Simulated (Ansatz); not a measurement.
# Au, response to strain

The parent structure is Au in the fcc (Cu type) structure (space group Fm-3m, No. 225; relaxed with 0.1 eV smearing).

```
CELL_PARAMETERS angstrom
      0.00000     2.02383     2.02383
      2.02383     0.00000     2.02383
      2.02383     2.02383     0.00000
ATOMIC_POSITIONS crystal
  Au 0.00000 0.00000 0.00000
```

Strains are applied to the cell and any free atomic positions relax.

Computed with LDA (Ansatz, an electronic-structure program, PAW, no SOC).

```json
[
 {"isotropic strain (%)": "-3", "pressure (GPa)": "23.0"},
 {"isotropic strain (%)": "-2.5", "pressure (GPa)": "18.3"},
 {"isotropic strain (%)": "-1.5", "pressure (GPa)": "10.0"},
 {"isotropic strain (%)": "-1", "pressure (GPa)": "6.4"},
 {"isotropic strain (%)": "-0.5", "pressure (GPa)": "?"},
 {"isotropic strain (%)": "0", "pressure (GPa)": "0.0"},
 {"isotropic strain (%)": "0.5", "pressure (GPa)": "-2.8"},
 {"isotropic strain (%)": "1.5", "pressure (GPa)": "-7.6"},
 {"isotropic strain (%)": "3", "pressure (GPa)": "-13.3"}
]
```

Task: Fit P = P₀ − Bδ + Cδ² with δ = (1 + ε)³ − 1 to the rows shown and predict the withheld row.

Result: Least squares on the printed values gives P₀ = 0.0 GPa, B = 203 GPa, C = 664 GPa (largest residual 0.3 GPa); this predicts 3.2 GPa, and the run gives 3.0 GPa, 0.2 lower.

Whether these cells are dynamically stable was not tested.
